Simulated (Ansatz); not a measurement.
The parent structure is MgI$_{2}$ in the CdI2 type structure (space group P-3m1, No. 164; a = 4.1244 Å, c = 6.8311 Å; layered, stacked along the Cartesian z axis).

Computed with Ansatz (a first-principles code) PBE-D3(BJ), without spin-orbit coupling.

Base values:

```
Property                          Value
-----------------------------  --------
Width of the top valence band   1.30 eV
Lattice parameter a            412.4 pm
```

The change: a hydrostatic pressure of 0.3 GPa.

Estimate the effect on the width of the top valence band.

The width of the top valence band grows by 0.10 eV to 1.40 eV.

Predict the new lattice parameter a.

The lattice parameter a falls by 1.46 pm to 411.0 pm.

With I present, leaving out spin-orbit coupling can change the band edges. The levels and masses belong to the bands next to the band gap. Load acts through the strain it causes; cell and atoms are relaxed under it. Stability against distortions was not tested.
